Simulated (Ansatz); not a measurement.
Start from Sn4Pd (space group Ccce, No. 68).

```
CELL_PARAMETERS angstrom
      3.22131    -5.71110     0.00000
      3.22131     5.71110     0.00000
      0.00000     0.00000     6.39775
ATOMIC_POSITIONS crystal
  Sn 0.20610 0.45789 0.33095
  Sn 0.79390 0.54211 0.33095
  Sn 0.45789 0.20610 0.66905
  Sn 0.54211 0.79390 0.66905
  Sn 0.29390 0.04211 0.16905
  Sn 0.70610 0.95789 0.16905
  Sn 0.04211 0.29390 0.83095
  Sn 0.95789 0.70610 0.83095
  Pd 0.50000 0.50000 0.00000
  Pd 0.00000 0.00000 0.50000
```

Computed with Ansatz (an electronic-structure program), PBEsol, PAW, cutoff 420 eV, without spin-orbit coupling.

One change was made to it. Results:

The density rises by 0.08 g/cm³, from 8.20 g/cm³ to 8.28 g/cm³; the shortest interatomic distance shrinks by 0.8 pm, from 277.9 pm to 277.1 pm; the band gap remains zero.

Question: Which change produced these results?
A. pressure 0.7 GPa
B. pressure 0.3 GPa
C. pressure −1 GPa
D. pressure 7.5 GPa

Answer: A, pressure 0.7 GPa. For comparison, the density in the other runs: pressure 7.5 GPa gives 8.94 g/cm³; pressure −1 GPa gives 8.08 g/cm³; pressure 0.3 GPa gives 8.24 g/cm³.

Load acts through the strain it causes; cell and atoms are relaxed under it. No phonon test of stability was made. Competing high-pressure phases were not computed. All final runs are without spin polarisation.
